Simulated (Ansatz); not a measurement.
Data:

```
Mg
1.0
    3.19522     0.00000     0.00000
   -1.59761     2.76714     0.00000
    0.00000     0.00000     5.11863
Mg
2
Direct
  0.66667   0.33333   0.75000
  0.33333   0.66667   0.25000
```

No spin polarisation.

Calculations: Ansatz (a program for electronic structure) PBE, without spin-orbit coupling. Settings: 21×21×11 k-points, 0.1 eV Fermi–Dirac smearing.

Question: Predict the pressure, band gap and space group.

Answer: 
- Pressure (mean of the normal stresses, compression positive): 0.6 GPa
- Band gap: zero
- Space group: P6_3/mmc (No. 194)

The cells carry an imposed strain or load. No phonon test of stability was made. The cell was made from Mg in the hcp (Mg type) structure (space group P6_3/mmc, No. 194) by this change: uniaxial strain ε_zz = −1.50 %.
